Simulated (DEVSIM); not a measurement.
Structure: illuminated GaSb p-on-n cell, one wavelength, at 300 K.

Layer 1 from the left is GaSb, thickness (μm) 0.280, Na (cm⁻³) 6.2e17, τn (s) 3.9e-9, τp (s) 2.6e-9, absorption coefficient (cm⁻¹) 6300. Layer 2 from the left is GaSb, thickness (μm) 2.00, Nd (cm⁻³) 1.3e16, τn (s) 4.4e-8, τp (s) 4.4e-8, absorption coefficient (cm⁻¹) 6300.

Left contact: ohmic, minority electron recombination velocity 5000 cm/s. Right contact: ohmic, minority hole recombination velocity 2000 cm/s. Voltage is applied to the left contact. Recombination: SRH at mid-gap, radiative, Auger. Light enters at the left, 1.8e17 photons cm⁻² s⁻¹, one pass, no reflection. Mobility is μmin + (μ − μmin)/(1 + (N/Nref)^α).

Constants are typed, rounded textbook-type inputs, not results; the design itself was drawn at random and stands for no fabricated device. Values at 300 K.

GaSb: gap (eV) 0.726, affinity (eV) 4.06, permittivity 15.7, Nc (cm⁻³) 2.1e17, Nv (cm⁻³) 1.8e19, μn (cm²/Vs) 5000, μp (cm²/Vs) 850, μn,min 1000, μp,min 190, Nref,n 2.8e17, Nref,p 9e17, αn 1.05, αp 0.65, B (cm³/s) 1e-10, Cn (cm⁶/s) 5e-30, Cp (cm⁶/s) 5e-30.

DEVSIM, 1D drift-diffusion, Boltzmann statistics, complete ionisation; no tunnelling, impact ionisation, image-force lowering or self-heating.

Dark forward current:

| |V| (V) | |J| (A/cm²) |
|---|---|
| 0.05 | 1.953e-5 |
| 0.10 | 7.670e-5 |
| 0.15 | 0.0002741 |
| 0.20 | 0.001081 |
| 0.25 | 0.005034 |
| 0.30 | 0.02748 |
| 0.35 | 0.1661 |
| 0.40 | 1.013 |
| 0.45 | 5.405 |
| 0.50 | 26.54 |
| 0.55 | 141.8 |
| 0.60 | 789.2 |
| 0.65 | 4040 |

**Question.** Work out the local ideality factor n = ΔV / (kT/q · ln(J2/J1)) between the rows 0.15 and 0.20 V, 0.35 and 0.40 V, 0.60 and 0.65 V.

**Answer.** kT/q = 25.85 mV. From 0.15 to 0.20 V: ln(0.001081/0.0002741) = 1.372, n = 1.41. From 0.35 to 0.40 V: ln(1.013/0.1661) = 1.808, n = 1.07, near the 1 of diffusion or emission over a barrier. From 0.60 to 0.65 V: ln(4040/789.2) = 1.633, n = 1.18.

**Question.** What current could the absorbed light give at most, and what share is collected?

**Answer.** Σ αd = 1.44, so qΦ(1 − exp(−Σ αd)) = 22.0 mA/cm². The simulated short-circuit current is 21.73 mA/cm², a share of 0.99.

**Question.** Estimate the open-circuit voltage by superposition: the voltage at which the dark current equals that short-circuit current.

**Answer.** Interpolating ln J in the table gives 0.293 V. The simulation gives 0.293 V, the same within the digits that matter. Superposition holds where collection doesn't change with voltage.

**Question.** Estimate the fill factor from FF0 = (v − ln(v + 0.72))/(v + 1), v = qVoc/(nkT), with n from the dark curve.

**Answer.** The rows about Voc, 0.25 and 0.30 V, give n = 1.14, so v = 9.95 and FF0 = 0.692. The simulation gives 0.685; the estimate lies 1.1 % above.
